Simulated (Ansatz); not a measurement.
Start from CsPbCl3 in the cubic perovskite structure (space group Pm-3m, No. 221).

```yaml
crystal:
  lattice:
    - [5.61875, 0.00000, 0.00000]
    - [0.00000, 5.61875, 0.00000]
    - [0.00000, 0.00000, 5.61875]
  atoms:
    - { symbol: Cs, position: [0.00000, 0.00000, 0.00000] }
    - { symbol: Pb, position: [0.50000, 0.50000, 0.50000] }
    - { symbol: Cl, position: [0.50000, 0.00000, 0.50000] }
    - { symbol: Cl, position: [0.00000, 0.50000, 0.50000] }
    - { symbol: Cl, position: [0.50000, 0.50000, 0.00000] }
```

Cartesian axes are those of the cell as printed.

The values are results of PBEsol, PAW, 420 eV (Ansatz, a first-principles code; without spin-orbit coupling), not measurements.

Base values:

The valley order is R along ⟨111⟩ 1.83 eV; Γ 3.24 eV.

It is then changed as follows: tensile biaxial strain of 1.80 % in the plane normal to [001], as in epitaxy on a mismatched substrate; the out-of-plane cell vector and the atoms relax.

Problem. Predict the new valley order.

Solution. The valley order (the lowest conduction-band minima on the path, energy above the VBM, named in the base's zone) goes from R along ⟨111⟩ 1.83 eV; Γ 3.24 eV to R along [111] 1.90 eV; Γ 3.40 eV.

Problem. What does the calculation give for the out-of-plane strain after the change?

Solution. The out-of-plane strain comes out as -0.47 %.

Spin-orbit coupling, missing from the scalar runs, can matter with Pb. The levels and masses belong to the bands next to the band gap. Stability against distortions was not tested. Many cubic perovskites are stable only at high temperature; tilts and polar distortions were not tested. This is not the structure that CsPbCl3 has at room temperature and ambient pressure.
